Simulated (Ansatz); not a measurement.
Abridged Ansatz (a quantum-chemistry and plane-wave program) output:

```
Pseudopotential: Cd, paw, valence charge 20
Crystal: 2 atoms, lattice volume = 45.858 Å³
Basis set: ecut = 420 eV, 859 PW (Γ), exchange–correlation on 48×48×80 points (8 copies of the dense FFT grid, shifted against one another)
Bands: 24, of which v1, the nominal top of the filled ones, is band 20 counted from 1 (19 counted from 0)
Symmetry: 24 space group operations
k-points: 185 of 2592
Functional: x = pbe(κ = 0.804, μ = 0.2195149727645171), c = pbe(β = 0.06672455060314922)
SCF iter   1: F=—  HF=-16509.151307 eV  |F-HF|=—  |Δ(HF+E_count)|=         —  Δρ=2.68e-2  dr2=4.06e-1  ethr=3.10e-3  ⟨swp⟩=5.4  Hψ=16598  notcnv=0
SCF iter   2: F=—  HF=-16509.077026 eV  |F-HF|=—  |Δ(HF+E_count)|=   7.43e-2  Δρ=1.46e-2  dr2=1.21e-1  ethr=1.02e-3  ⟨swp⟩=2.0  Hψ=6635  notcnv=0  defer=1
SCF 1 converged in 9 iterations: F = -16509.054548 eV  dr2 = 8.33e-11
SCF converged after 9 iterations
Free energy (F): -16509.054548 eV
Internal energy: -16509.050039 eV  (E = F + TS)
E sigma→0 (E₀):  -16509.052293 eV
Entropy (-TS):   -0.004509 eV (-2.254 meV/atom)
Fermi energy:    13.639264 eV
--- Forces (eV/Å), atoms counted from 1 ---
  atom   1  Cd     0.00000000    -0.00000000     0.00000000
  atom   2  Cd    -0.00000000     0.00000000     0.00000000
--- Stress (GPa, compression-positive) ---
       -0.004264      -0.000000       0.000000
        0.000000      -0.004264       0.000000
        0.000000       0.000000      -0.000165
  P = ⅓ Tr σ = -0.0029 GPa (-0.029 kbar)
```

Task: What was computed, and what are the main results?

Result: Cd, 2 atoms in the cell, with PBE (Ansatz), scalar-relativistic without spin-orbit coupling, earlier PAW set. The last SCF converged to F = -16509.054548 eV, or -8254.5273 eV per atom, at a pressure of 0.00 GPa. The total energy compares only with runs of the same code, potentials and settings.

No phonon test of stability was made. The cell is Cd in the hcp (Mg type) structure (space group P6_3/mmc, No. 194).
